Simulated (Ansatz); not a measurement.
Band structure of As₂Ru (Pnnm, 6 atoms in the cell).

```
CELL_PARAMETERS angstrom
      5.43556     0.00000     0.00000
      0.00000     6.20595     0.00000
      0.00000     0.00000     3.00115
ATOMIC_POSITIONS crystal
  As 0.32922 0.86635 0.50000
  As 0.67078 0.13365 0.50000
  As 0.82922 0.63365 0.00000
  As 0.17078 0.36635 0.00000
  Ru 0.50000 0.50000 0.50000
  Ru 0.00000 0.00000 0.00000
```

Method: LDA (PW92), PAW files made with PBE (plane waves; Ansatz, an electronic-structure program).

Settings: basis.ecutwfc = 420 eV; kpoints.mp_grid.grid = 3 3 6; hamiltonian.xc = lda; hamiltonian.pseudopotentials = {kind: paw} (the program's default PAW files); scf.occupations.method = fermi_dirac; scf.occupations.width = 0.01 eV; kpoints.band_path.npoints = 8.

The starting cell comes from a database of computed structures (which also holds hypothetical and non-ambient phases and stackings), without a prior relaxation at this level.

Q: Predict the gap along the standard path and the places of the band edges.

A: The gap along the path is 0.46 eV, from a point between R and T to a point between Γ and X; the smallest direct gap on it is 1.02 eV.

Levels in eV from the top of the valence band on the path, bands 43 to 50:
```csv
point,43,44,45,46,47,48,49,50
Γ,-0.98,-0.47,-0.39,-0.26,1.97,2.65,3.68,3.79
X,-1.01,-1.01,-0.54,-0.54,1.11,1.11,2.63,2.63
S,-1.57,-1.57,-0.92,-0.92,1.65,1.65,2.76,2.76
Y,-0.75,-0.75,-0.43,-0.43,3.50,3.50,4.07,4.07
Z,-0.50,-0.50,-0.31,-0.31,2.96,2.96,3.14,3.14
U,-1.56,-1.56,-0.06,-0.06,1.09,1.09,1.33,1.33
R,-1.36,-1.36,-0.05,-0.05,1.20,1.20,2.91,2.91
T,-0.53,-0.53,-0.32,-0.32,1.98,1.98,4.18,4.18
```

Keys are those of Ansatz 0.2.
